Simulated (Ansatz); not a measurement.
Here is the system:

```xyz
2
Lattice="0.0000 2.6325 2.6325 2.6325 0.0000 2.6325 2.6325 2.6325 0.0000" Properties=species:S:1:pos:R:3 pbc="T T T"
P      3.9487     3.9487     3.9487
Ga     0.0000     0.0000     0.0000
```

No spin polarisation.

The values are results of DFT with PBEsol, PAW potentials and a 420 eV plane-wave cutoff in Ansatz (a program for electronic structure), no SOC, not measurements. Γ-centred 11×11×11 mesh, Fermi–Dirac width 0.05 eV.

Predict the electron mass, space group, band gap and pressure.


- Electron mass: 1.4 mₑ along k, 0.22 mₑ across (off the special points)
- Space group: F-43m (No. 216)
- Band gap: 1.26 eV
- Pressure: 10.25 GPa

The cells carry an imposed strain or load. Effective masses come from finite differences of ±0.01 Å⁻¹. Along k means along the line from Γ to the band edge. Whether these cells are dynamically stable was not tested. The cell was made from GaP in the zinc blende structure (space group F-43m, No. 216) by this change: isotropic strain −3.19 %.
